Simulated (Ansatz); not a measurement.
Consider TiN in the rock salt structure (space group Fm-3m, No. 225; a = 4.204 Å; relaxed with 0.1 eV smearing). Axes: x, y, z lie along the cube axes.

Calculations: PBEsol/PAW in Ansatz (an electronic-structure program), without spin-orbit coupling, earlier PAW set.

Base values:

- Shortest interatomic distance = 2.102 Å
- Pressure = 0.0 GPa

One thing is altered: tensor shear ε_yz = −1.40 % (engineering shear γ = -0.0280), atoms relaxed at fixed cell.

Task: What does the calculation give for the energy relative to the base after the change?

Result: The energy goes up by 3.9 meV/atom.

Task: What happens to the shortest interatomic distance?

Result: The shortest interatomic distance remains 2.102 Å.

Task: How does this affect the pressure?

Result: The pressure (mean of the normal stresses, compression positive) hardly moves (0.0 GPa against 0.1 GPa).

The cells carry an imposed strain or load. No phonon test of stability was made. All final runs are without spin polarisation. An odd electron count without spin: TiN.
